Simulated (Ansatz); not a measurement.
NiO2 (R-3m, No. 166, 3 atoms in the cell; start mp-35925) was calculated with LDA (PAW; Ansatz, an electronic-structure program).

Run with plane-wave cutoff 520 eV, 14×14×14 k mesh, Fermi–Dirac smearing 0.01 eV, no spin polarisation, scalar-relativistic PAW data made under PBE.

Cell (relaxed at this level):

```cif
data_NiO2
_chemical_formula_sum 'Ni1 O2'
_space_group_name_H-M_alt 'P 1'
_space_group_IT_number 1
_cell_length_a 4.97103
_cell_length_b 4.97103
_cell_length_c 4.97103
_cell_angle_alpha 32.206
_cell_angle_beta 32.206
_cell_angle_gamma 32.206
loop_
_space_group_symop_operation_xyz
  'x, y, z'
loop_
_atom_site_label
_atom_site_type_symbol
_atom_site_fract_x
_atom_site_fract_y
_atom_site_fract_z
_atom_site_occupancy
Ni1 Ni 0.00000 0.00000 0.00000 1
O1 O 0.60142 0.60142 0.60142 1
O2 O 0.39858 0.39858 0.39858 1
```

Problem. What does this level give for the band gap and direct gap at Γ?

Solution. 
- band gap: 0.88 eV (on the SCF k mesh)
- direct gap at Γ: 2.76 eV

Note: the relaxation could not lower the start's symmetry, so the cell can be a saddle point above a distorted one.

Computing time: about 4 core-minutes (a rough figure).

A start named mp-… is a Materials Project structure, which need not be a measured phase.
